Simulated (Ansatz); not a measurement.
Abridged Ansatz (a program for electronic structure) output:

```
Relaxation: its limit of steps is 50 (relax.max_steps)
Pseudopotential: Au, paw, valence charge 19
Crystal: 1 atoms, lattice volume = 16.764 Å³
Basis set: ecut = 500 eV, 411 PW (Γ), exchange–correlation on 96×96×96 points (64 copies of the dense FFT grid, shifted against one another)
Bands: 14, of which v1, the nominal top of the filled ones, is band 10 counted from 1 (9 counted from 0)
Symmetry: 48 space group operations
k-points: 560 of 19683
Functional: x = r2scan, c = r2scan; τ floored in thin density (d = 2e-4 eV/Å³)
SCF iter   1: F=—  HF=-13163.500501 eV  |F-HF|=—  |Δ(HF+E_count)|=         —  Δρ=1.47e-2  dr2=3.61e-2  dr2_τ=3.43e-3  ethr=1.77e-3  ⟨swp⟩=4.8  Hψ=40508  notcnv=0
SCF iter   2: F=—  HF=-13163.493055 eV  |F-HF|=—  |Δ(HF+E_count)|=   7.45e-3  Δρ=6.11e-3  dr2=5.80e-3  dr2_τ=9.88e-4  ethr=1.90e-4  ⟨swp⟩=1.2  Hψ=12441  notcnv=0  defer=27
SCF 1 converged in 7 iterations: F = -13163.493486 eV  dr2 = 2.43e-11
relax step   1: F+E_penalty+E_count = -13163.49348566 eV  Δ(F+E_penalty+E_count) = +0.000e0 eV  max|allowed force component| = 0.000e0 eV/Å  Δτ_max = 0.0000 Å  (7 SCF iters, accepted)
Crystal: 1 atoms, lattice volume = 16.764 Å³
SCF iter   1: F=—  HF=-13163.493486 eV  |F-HF|=—  |Δ(HF+E_count)|=         —  Δρ=5.82e-7  dr2=2.43e-11  dr2_τ=1.09e-11  ethr=1.00e-12  ⟨swp⟩=1.8  Hψ=47526  notcnv=0  defer=76
SCF iter   2: F=-13163.493486 eV  HF=-13163.493486 eV  |F-HF|=7.28e-12  |Δ(HF+E_count)|=  9.09e-12  Δρ=2.37e-7  dr2=4.51e-12  dr2_τ=1.56e-13  ethr=1.00e-12  ⟨swp⟩=3.3  Hψ=21071  notcnv=0
SCF 2 converged in 2 iterations: F = -13163.493486 eV  dr2 = 4.51e-12
SCF converged after 2 iterations
Free energy (F): -13163.493486 eV
Internal energy: -13163.484109 eV  (E = F + TS)
E sigma→0 (E₀):  -13163.488797 eV
Entropy (-TS):   -0.009377 eV (-9.377 meV/atom)
Fermi energy:    20.997702 eV
--- Forces (eV/Å), atoms counted from 1 ---
  atom   1  Au     0.00000000    -0.00000000     0.00000000
--- Stress (GPa, compression-positive) ---
        7.952810      -0.000000       0.000000
       -0.000000       7.952810       0.000000
        0.000000       0.000000       7.952810
  P = ⅓ Tr σ = 7.9528 GPa (79.528 kbar)
--- Relaxed structure (1 steps of the walk, 1 accepted, 0 SCFs on fresh bases) ---
  atoms:
    - { symbol: Au, position: [0.0, 0.0, 0.0] }
```

Problem. What was computed, and what are the main results?

Solution. Au, 1 atom in the cell, with r2SCAN (Ansatz), scalar-relativistic without spin-orbit coupling. The last SCF converged to F = -13163.493486 eV, or -13163.4935 eV per atom, at a pressure of 7.95 GPa. The total energy compares only with runs of the same code, potentials and settings.

The cells carry an imposed strain or load. Whether these cells are dynamically stable was not tested. The cell was made from Au in the fcc (Cu type) structure (space group Fm-3m, No. 225) by this change: isotropic strain −1.50 %.

Keys are those of Ansatz 0.2.
